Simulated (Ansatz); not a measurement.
**Carrier properties of AgZnF3 (Pm-3m)**

Data:

```
CELL_PARAMETERS angstrom
      3.98700     0.00000     0.00000
      0.00000     3.98700     0.00000
      0.00000     0.00000     3.98700
ATOMIC_POSITIONS crystal
  Zn 0.50000 0.50000 0.50000
  Ag 0.00000 0.00000 0.00000
  F  0.00000 0.50000 0.50000
  F  0.50000 0.00000 0.50000
  F  0.50000 0.50000 0.00000
```

Computed with PBEsol, rigid bands (plane waves, PAW, scalar-relativistic; Ansatz, a quantum-chemistry and plane-wave program). Cell: cell and atoms relaxed with PBEsol.

| Property | Value |
|---|---|
| band gap | 1.30 eV |
| electron conductivity mass (300 K, dilute) | 0.41 mₑ |
| effective density of states N_c (300 K) | 6.4e18 cm⁻³ |
| density-of-states mass, electrons | 0.40 mₑ |
| Seebeck coefficient, n-type 1e19 cm⁻³, 300 K | -188 μV/K |
| best n-type power factor at 300 K for τ = 10 fs (best axis; densities from 1e16 to 1e21 cm⁻³ tried, whether or not they can be reached) | 2.6 μW/(cm·K²) at 3e19 cm⁻³ |

Rigid bands; masses and Seebeck coefficients take one relaxation time τ for all states and one kind of carrier; polarons and phonon drag are left out. Spin-orbit coupling is left out.

Computed structure with no diffraction record at hand here (it may be known, metastable or hypothetical): AgZnF3 (Pm-3m).
